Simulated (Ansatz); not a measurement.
# ZnO: band gap against strain

ZnO (wurtzite, P6_3mc, 12.327 Å³/atom at rest, c along z) under an equal strain ε in the (0001) plane with the normal axis free, as in a coherent film. PBE in Ansatz, a plane-wave DFT program (PAW, default set), 420 eV, 12×12×6 Γ-centred mesh, Fermi-Dirac smearing 0.05 eV; ions are relaxed within the symmetry of each cell. Gaps are the smallest over the k-mesh and a band path, without spin-orbit coupling; in all rows the valence edge lies at Γ and the conduction edge at Γ.

Here s stands for strain and Eg for gap.

| strain (%) | gap (eV) |
|---|---|
| -3.00 | ? |
| -1.80 | 0.720 |
| -1.20 | 0.729 |
| -0.60 | 0.738 |
| 0.00 | 0.744 |

The 4 complete rows are fitted with a straight line, Eg against s. Means: s -0.90000, Eg 0.7328. About the means, the sum of products is 0.024300 and the sum of squares of s is 1.8000; the slope is their ratio. Least squares gives Eg = 0.7449 + 0.01350·s. Residuals (row less fit): -0.0006, 0.0003, 0.0012, -0.0009; standard error 0.0012 (degrees of freedom: 2). Over these rows the gap moves by 1.4 ± 0.09 eV per unit strain.

**Question.** Predict the withheld Eg at s = -3.00 from the fit, and compare with the calculation.

**Answer.** Eg = 0.7449 + 0.01350 × (-3.0) = 0.7044 eV. The calculation gives 0.695 eV, 0.0094 eV below the prediction (19.2 % of the range of Eg in the table). The row lies outside the fitted rows, so this is an extrapolation. From the scatter of the fitted rows alone, a prediction at this place has a standard error of 0.0022 eV, so the miss is 4.3 times that.

One order more, fitted to all 6 runs of the series, follows each within 0.001, so the miss is the next term of a smooth law. Rows are the converged runs of the series near zero and its far end; series whose fitted rows scatter by over a few per cent of the range, as at a crossing or softening among them, aren't shown in this form. Most that stay on the fit to the last digits aren't either.
